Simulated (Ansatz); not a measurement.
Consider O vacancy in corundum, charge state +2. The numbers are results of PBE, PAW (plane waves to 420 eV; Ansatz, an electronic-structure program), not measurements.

Settings: 120 host sites, the relaxed PBE lattice, the Γ point alone, smearing 0.01 eV, spin-restricted, no image-charge correction. Static, classical nuclei. The charge state is imposed; whether it is stable for some Fermi level was not computed. Forms of the defect that were not tried may lie lower.

Barriers: single points on a 2×2×2 k-point mesh shifted by half a step along c at the bands' geometries.

The step: a nearby O atom hops onto the vacant site. Atoms about the jump, Cartesian Å from the middle of the jump, before and after:

| atom | x0 | y0 | z0 | x1 | y1 | z1 |
|---|---|---|---|---|---|---|
| O1 | -0.78 | -0.08 | 1.03 | 0.78 | 0.08 | -1.03 |
| Al2 | -0.21 | -1.53 | -0.09 | -0.02 | -1.44 | -0.38 |
| Al3 | -0.07 | 1.45 | 1.93 | 0.04 | 1.70 | 2.10 |
| Al4 | -0.21 | 1.68 | -2.12 | -0.08 | 1.46 | -1.95 |
| Al5 | 2.47 | 0.05 | 0.36 | 2.30 | 0.10 | 0.25 |
| O6 | 1.56 | 1.50 | 1.01 | 1.58 | 1.60 | 1.10 |
| O7 | 1.38 | -1.31 | 1.02 | 1.30 | -1.26 | 1.10 |
| O8 | -1.71 | 1.36 | -1.11 | -1.76 | 1.31 | -1.05 |
| O9 | -1.71 | -1.21 | -1.09 | -1.74 | -1.17 | -1.04 |
| Al10 | -2.48 | 0.07 | 0.24 | -2.73 | 0.10 | 0.07 |
| O11 | -1.00 | 2.84 | 1.08 | -0.98 | 2.84 | 1.09 |
| O12 | 0.64 | 2.95 | -1.12 | 0.66 | 2.96 | -1.10 |
| Al13 | -0.07 | -1.32 | 2.51 | 0.02 | -1.42 | 2.55 |
| O14 | -0.82 | -2.69 | 1.15 | -0.80 | -2.48 | 1.07 |
| O15 | 0.68 | 0.18 | 3.26 | 0.65 | 0.21 | 3.21 |
| O16 | -0.78 | 0.22 | -3.23 | -0.81 | 0.18 | -3.28 |
| O17 | 2.98 | 1.29 | -1.12 | 3.03 | 1.34 | -1.10 |
| O18 | 0.64 | -2.81 | -1.09 | 0.69 | -2.88 | -1.13 |
| O19 | 2.98 | -1.14 | -1.09 | 3.00 | -1.21 | -1.10 |
| O20 | -3.20 | 1.57 | 1.08 | -3.21 | 1.55 | 1.07 |
| Al21 | 2.30 | 2.83 | -0.27 | 2.32 | 2.86 | -0.26 |
| O22 | -1.53 | 1.44 | 3.25 | -1.50 | 1.46 | 3.21 |
| Al23 | -2.46 | 2.86 | -0.24 | -2.48 | 2.86 | -0.26 |

Task: Where do these atoms stand at the saddle point, and how high is it?

Result: 
```tsv
atom	x	y	z
O1	-0.06	0.31	0.09
Al2	-0.17	-1.44	-0.22
Al3	0.04	1.52	1.84
Al4	-0.23	1.57	-1.92
Al5	2.35	0.07	0.40
O6	1.73	1.64	1.14
O7	1.42	-1.37	1.15
O8	-1.92	1.40	-1.19
O9	-1.80	-1.20	-1.10
Al10	-2.65	0.11	0.06
O11	-0.99	2.85	1.05
O12	0.64	2.97	-1.08
Al13	0.06	-1.44	2.57
O14	-0.80	-2.52	1.12
O15	0.69	0.17	3.18
O16	-0.79	0.19	-3.20
O17	2.95	1.31	-1.10
O18	0.64	-2.79	-1.10
O19	2.91	-1.14	-1.08
O20	-3.19	1.56	1.06
Al21	2.33	2.87	-0.24
O22	-1.48	1.40	3.16
Al23	-2.51	2.90	-0.26
```
It lies 1.79 eV above the start and 1.79 eV above the end. The saddle point's order was not checked.
